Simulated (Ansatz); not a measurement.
Base system: SiGe in the CsCl type structure (space group Pm-3m, No. 221; a hypothetical phase, not in the database extracts checked; relaxed with 0.1 eV smearing).

```
CELL_PARAMETERS angstrom
      3.20028     0.00000     0.00000
      0.00000     3.20028     0.00000
      0.00000     0.00000     3.20028
ATOMIC_POSITIONS crystal
  Ge 0.00000 0.00000 0.00000
  Si 0.50000 0.50000 0.50000
```

Cartesian axes are those of the cell as printed.

All numbers come from PBEsol, PAW, 420 eV (Ansatz, a quantum-chemistry and plane-wave program; no SOC).

Base values:

| Quantity | Value |
|---|---|
| Volume per atom | 16.39 Å³ |

Now apply this change: compressive biaxial strain of 1.20 % in the plane normal to [111], as in epitaxy on a mismatched substrate; the out-of-plane cell vector and the atoms relax.

Task: How does this affect the energy relative to the base, in-plane stress and volume per atom?

Result: The energy grows by 1.3 meV/atom; the mean in-plane stress (compression positive) comes out as +1.1 GPa; the volume per atom falls by 0.11 Å³ (16.39 Å³ → 16.28 Å³).

No phonon test of stability was made. All final runs are without spin polarisation.
